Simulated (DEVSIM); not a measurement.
Structure: abrupt InP n-p junction, at 500 K.

```
layer (left to right)  material  thickness (μm)  Nd (cm⁻³)  Na (cm⁻³)   τn (s)   τp (s)
---------------------  --------  --------------  ---------  ---------  -------  -------
1                           InP           0.990     3.8e15          -  9.1e-10  9.1e-10
2                           InP            2.80          -       2e15  9.1e-10  9.1e-10
```

Left contact: ohmic. Right contact: ohmic. Voltage is applied to the left contact. Recombination: SRH at mid-gap, Auger. Mobility is μmin + (μ − μmin)/(1 + (N/Nref)^α).

Constants are typed, rounded textbook-type inputs, not results; the design itself was drawn at random and stands for no fabricated device. Values at 300 K; Nc and Nv go as T^1.5, mobilities as T to minus their exponent, the gap by Varshni's rule with the affinity fixed.

```
parameter              InP
----------------  --------
gap (eV)             1.344
affinity (eV)         4.38
permittivity          12.5
Nc (cm⁻³)           5.7e17
Nv (cm⁻³)           1.1e19
μn (cm²/Vs)           5200
μp (cm²/Vs)            170
μn,min                 400
μp,min                  10
Nref,n                3e17
Nref,p              4.9e17
αn                    0.47
αp                    0.62
T exponent of μn         2
T exponent of μp         2
Cn (cm⁶/s)           9e-31
Cp (cm⁶/s)           9e-31
Varshni α (eV/K)  0.000363
Varshni β (K)          162
```

DEVSIM, 1D drift-diffusion, Boltzmann statistics, complete ionisation; no tunnelling, impact ionisation, image-force lowering or self-heating.

### Question
Tabulate band edges, carrier densities and field at zero bias.

### Answer
Energies count from the Fermi level of the right contact; mesh points crowd at the junctions.

```csv
x (μm),Ec (eV),Ev (eV),n (cm⁻³),p (cm⁻³),field (V/cm)
0.000,0.249,-1.029,3.8e15,1.0e9,≈ 0
0.02175,0.249,-1.029,3.8e15,1.0e9,≈ 0
0.05888,0.249,-1.029,3.8e15,1.0e9,≈ 0
0.1313,0.249,-1.029,3.8e15,1.0e9,≈ 0
0.3284,0.249,-1.028,3.8e15,1.0e9,35
0.5867,0.254,-1.023,3.3e15,1.2e9,620
0.7849,0.294,-0.984,1.3e15,2.9e9,4300
0.9133,0.384,-0.893,1.6e14,2.3e10,10000
0.9605,0.438,-0.839,4.7e13,8.2e10,13000
0.9847,0.471,-0.807,2.2e13,1.7e11,14000
1.004,0.497,-0.780,1.2e13,3.2e11,14000
1.054,0.564,-0.714,2.6e12,1.5e12,12000
1.127,0.646,-0.631,3.7e11,1.0e13,10000
1.271,0.766,-0.511,2.3e10,1.7e14,6300
1.675,0.868,-0.410,2.2e9,1.7e15,470
2.314,0.874,-0.404,1.9e9,2.0e15,≈ 0
2.969,0.874,-0.404,1.9e9,2.0e15,≈ 0
3.369,0.874,-0.404,1.9e9,2.0e15,≈ 0
3.623,0.874,-0.404,1.9e9,2.0e15,≈ 0
3.709,0.874,-0.404,1.9e9,2.0e15,≈ 0
3.759,0.874,-0.404,1.9e9,2.0e15,≈ 0
3.790,0.874,-0.404,1.9e9,2.0e15,≈ 0
```
